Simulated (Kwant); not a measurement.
Device: Ge/Si0.2Ge0.8 stack with 1 barrier. One parabolic valley. Leads of mass 0.12 mₑ with the band edge at 0; grid 0.1 nm; bias 0 V, dropping linearly over the stack.

```csv
layer,thickness (nm),band offset (eV),mass (mₑ)
1,3.3,0.12,0.14
```

The device is made up for the run: typed textbook-type constants, with dimensions and the other settings drawn at random.

Kwant, one-band effective-mass tight-binding model in one dimension, coherent, no space charge.

Question: Work out the transmission below the barrier top from T = 1/(1 + ((ζ + 1/ζ)/2)² sinh²(κa)), ζ = (k/m_lead)/(κ/m_barrier).

Answer: E = 0.02331 eV: k = 0.2710 nm⁻¹, κ = 0.5961 nm⁻¹, ζ = 0.5303, T = 0.0528. The simulation gives 0.0529, the same within the digits that matter. E = 0.05964 eV: k = 0.4334 nm⁻¹, κ = 0.4709 nm⁻¹, ζ = 1.074, T = 0.163. The simulation gives 0.163, the same within the digits that matter. E = 0.09144 eV: k = 0.5366 nm⁻¹, κ = 0.3240 nm⁻¹, ζ = 1.932, T = 0.288. The simulation gives 0.288, the same within the digits that matter. What differs comes from the grid.
